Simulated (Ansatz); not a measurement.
The starting structures come from a database of crystals and need not be the phases stable at ambient conditions.

 Where the default PAW files enter, the runs use the earlier of Ansatz's two default sets.

Input:

```xyz
8
Lattice="4.9834 0.0000 0.0000 0.0000 10.3899 0.0000 2.4917 0.0000 1.4386" Properties=species:S:1:pos:R:3 pbc="T T T"
Na     1.6611     2.5975     0.0000
Na     3.3223     7.7924     0.0000
Co     0.0000     5.1949     0.0000
Co     0.0000     0.0000     0.0000
O      3.3223     4.2060     0.0000
O      1.6611     6.1838     0.0000
O      1.6611     9.4010     0.0000
O      3.3223     0.9889     0.0000
```

Space group of this cell: P6_3/mmc. The cell is taken as given; by PBEsol its mean pressure is -1.3 GPa.

Transport runs along the normal of the first two printed cell vectors, the (110) plane of the conventional cell.

No gap correction and no spin-orbit coupling; mid-gap values are interpolated between computed energies.

Q: Predict the band gap and the smallest decay constant κ at mid-gap from PBEsol in Ansatz (an electronic-structure program).

A: Gap 0.80 eV on a 20×4×20 mesh; κ = 0.259 1/Å, at (0.167, 0.000) of the in-plane reciprocal vectors. At the zone centre, at the nearest computed energy, the slowest state has κ = 0.29 1/Å.
